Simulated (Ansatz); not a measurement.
```
CELL_PARAMETERS angstrom
      4.58040     0.00000     0.00000
      2.29020     3.96675     0.00000
      0.00000     0.00000     7.41306
ATOMIC_POSITIONS crystal
  Ag 0.66667 0.66667 0.00144
  Ag 0.33333 0.33333 0.50144
  I  0.66667 0.66667 0.62376
  I  0.33333 0.33333 0.12376
```

No spin polarisation.

Computed with PBEsol (Ansatz, a quantum-chemistry and plane-wave program), no SOC, earlier PAW set. Γ-centred 8×8×5 mesh, Fermi–Dirac width 0.05 eV.

### Question
Predict the in-plane stress, gap character and electron mass.

### Answer
The mean in-plane stress (compression positive) is -0.2 GPa, the gap character is direct at Γ and the electron mass comes out as 0.15 mₑ (at Γ).

Spin-orbit coupling, missing from the scalar runs, can matter with I. The cells carry an imposed strain or load. Effective masses come from finite differences of ±0.01 Å⁻¹. Stability against distortions was not tested. The cell was made from AgI in the wurtzite structure (space group P6_3mc, No. 186) by this change: biaxial strain +0.44 %, plane normal [001], relaxed out of plane.
